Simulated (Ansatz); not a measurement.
Effect of uniaxial strain ε_zz = −2.00 % on W

The reference is W in the bcc (W type) structure (space group Im-3m, No. 229; a = 3.169 Å; relaxed with 0.1 eV smearing). Axes: x, y, z lie along the cube axes.

One thing is altered: the cell is compressed by 2.00 % along z with no lateral relaxation, atoms relaxed at fixed cell.

Calculations: r2SCAN/PAW in Ansatz (an electronic-structure program), without spin-orbit coupling. Settings: 29×29×29 k-points, 0.1 eV Fermi–Dirac smearing.

- Volume per atom = 15.59 Å³ (base 15.91 Å³)
- Space group = I4/mmm (No. 139) (base Im-3m (No. 229))
- Shortest interatomic distance = 2.726 Å (base 2.744 Å)
- Energy relative to the base (free energy F) = +11 meV/atom
- Band gap = zero (base zero)
- Stress (xx, yy, zz, yz, xz, xy; compression positive) = (4.3, 4.3, 11.7, 0.0, 0.0, 0.0) GPa

Final structure:

```yaml
crystal:
  lattice:
    - [-1.58442, 1.58442, 1.55273]
    - [1.58442, -1.58442, 1.55273]
    - [1.58442, 1.58442, -1.55273]
  atoms:
    - { symbol: W, position: [0.00000, 0.00000, 0.00000] }
```

No phonon test of stability was made. All final runs are without spin polarisation.
